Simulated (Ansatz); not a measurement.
Substrate model: Si(111) 1x1 surface, 6 top atoms, 3 bilayers, bottom bilayer H-capped and fixed, every top atom capped by F; cell 11.5 x 6.6 Å; about 7 Å thick over the host's atoms, 18 atoms held. Level of theory: PBE-D3(BJ) (plane waves to 420 eV, PAW; Ansatz, a quantum-chemistry and plane-wave program). Sampling: 1x2x1 k points. Some slab states were started with spin and the others were run without it. A thicker slab, a larger cell or a denser mesh can move such energies by a tenth of an eV or more. All energies are electronic energies at 0 K, without vibrations. Each state was relaxed from one prepared geometry.

One SiH3 a cell is brought to Si(111):F. Relaxed result near the molecule:

```csv
atom,x (Å),y (Å),z (Å)
F(31),5.708,3.323,11.121
F(46),7.665,6.726,11.121
F(47),9.624,3.323,11.121
Si(a0),7.669,4.436,13.747
H(a1),7.647,2.993,13.370
H(a2),6.431,5.161,13.344
H(a3),8.917,5.131,13.316
```

Problem. What is the adsorption energy against the free SiH3 and the slab before, and how much of it is dispersion?

Solution. -0.18 eV (negative: bound); the D3 term gives -0.18 eV of it, the free SiH3 being spin-polarised. Its closest contacts to the rest of the cell: H(a3)...F(47) 2.93 Å, H(a2)...F(31) 2.97 Å, H(a2)...F(46) 2.99 Å.

This adsorbed start lies 0.13 eV over the lowest one found with the same atoms.
